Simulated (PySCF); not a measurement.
PySCF 2.14.0, TPSSH/def2-svpd, df: Nb(S)(NH2)2(Me) ([CH3][Nb]([NH2])([NH2])=[S]), 12 atoms. The geometry is a generated start, not checked to be a minimum at this level.

- task: energy
- method: tpssh
- basis: def2-svpd
- two-electron scheme: density fitting
- mol.max_memory: 3000 MB
- mf.max_cycle: 100
- mf.init_guess: minao (default)
- mf.conv_tol: 1e-09 (default)
- mf.grids.level: 3 (default)
- effective core potentials: those of the basis set, past Kr
- basis functions: 177
- grid points: 151896

```xyz
12

Nb     0.4043    -0.3009    -0.4278
S      1.3012     1.1129    -1.8955
N      1.7633    -0.6789     0.9097
H      1.7405    -1.3680     1.6642
H      2.6880    -0.2410     0.9393
N     -1.0374    -1.2398    -1.3352
H     -1.3475    -1.0554    -2.2920
H     -1.5984    -2.0193    -0.9869
C     -0.8227     1.2488     0.7122
H     -0.1675     1.9669     1.2172
H     -1.4545     0.7676     1.4679
H     -1.4691     1.8072     0.0268
```

Charge 0 and multiplicity 1 are set for this test and not shown to be the ground state.

With the defaults (mf.DIIS = CDIIS, mf.diis = true, mf.diis_space = 8, mf.level_shift = 0, mf.damp = 0, mf.diis_start_cycle = 1, mf.diis_damp = 0, newton = off) it converges in 17 Fock builds. One run each on 2 threads, 1 BLAS thread, with these changes:
- mf.diis_damp = 0.3
- mf.DIIS = EDIIS
- mf.damp = 0.7, mf.diis_start_cycle = 8
- mf.level_shift = 0.1 Hartree
- mf.diis = false
- newton = Hessian by the SCF's own integrals
- mf.diis_space = 5
- mf.diis_space = 20
- mf.DIIS = ADIIS

Problem. Which of these changes keep the SCF from converging, or lead it to another solution?

Solution. No convergence: mf.DIIS = EDIIS; mf.diis = false (the run ends without SCF convergence in 100 cycles). The rest reach the solution of the defaults.

```json
[
 {"setting": "mf.diis_damp = 0.3", "Fock builds": "14", "end": "same solution"},
 {"setting": "the defaults", "Fock builds": "17", "end": "same solution"},
 {"setting": "mf.level_shift = 0.1 Hartree", "Fock builds": "17", "end": "same solution"},
 {"setting": "mf.diis_space = 20", "Fock builds": "17", "end": "same solution"},
 {"setting": "mf.damp = 0.7, mf.diis_start_cycle = 8", "Fock builds": "18", "end": "same solution"},
 {"setting": "mf.diis_space = 5", "Fock builds": "20", "end": "same solution"},
 {"setting": "mf.DIIS = ADIIS", "Fock builds": "33", "end": "same solution"},
 {"setting": "newton = Hessian by the SCF's own integrals", "Fock builds": "65", "end": "same solution"},
 {"setting": "mf.DIIS = EDIIS", "Fock builds": "101", "end": "no convergence"},
 {"setting": "mf.diis = false", "Fock builds": "101", "end": "no convergence"}
]
```

Under newton the count holds the products with the orbital Hessian.
